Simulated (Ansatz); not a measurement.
Consider ZnCu₂SnS₄ (space group I-4, No. 82; a = 5.317 Å, c = 10.643 Å).

Structures relaxed with LDA (Ansatz, a quantum-chemistry and plane-wave program; PAW; 420 eV plane waves; scalar-relativistic without spin-orbit coupling).

Base:

Simulated powder pattern, Mo Kα, λ = 0.71073 Å (kinematic, ideal powder, no thermal factors, no anomalous dispersion; the 8 strongest lines at most, above 2 %, up to 2θ = 40°):

```csv
2θ (°),I/Imax (%),hkl
13.29,100,(112)
15.36,16,(200)
21.79,64,(204)
25.61,47,(116)
26.76,4.9,(224)
31.01,6.9,(400)
33.86,19,(316)
38.21,20,(228)
```

After one change:

Simulated powder pattern, Mo Kα, λ = 0.71073 Å (kinematic, ideal powder, no thermal factors, no anomalous dispersion; the 8 strongest lines at most, above 2 %, up to 2θ = 40°):

```
2θ (°)  I/Imax (%)
------  ----------
13.09          100
15.13           16
21.46           64
25.22           48
26.36          5.0
30.54          7.0
33.35           19
37.63           20
```

**Question.** Which change produced these results?
A) isotropic strain +3.00 %
B) isotropic strain +1.50 %
C) isotropic strain +2.25 %

**Answer.** B, isotropic strain +1.50 %. Its volume per atom is 19.67 Å³ against 18.81 Å³, and its space group is I-4 (No. 82).

Stability against distortions was not tested. All final runs are without spin polarisation.
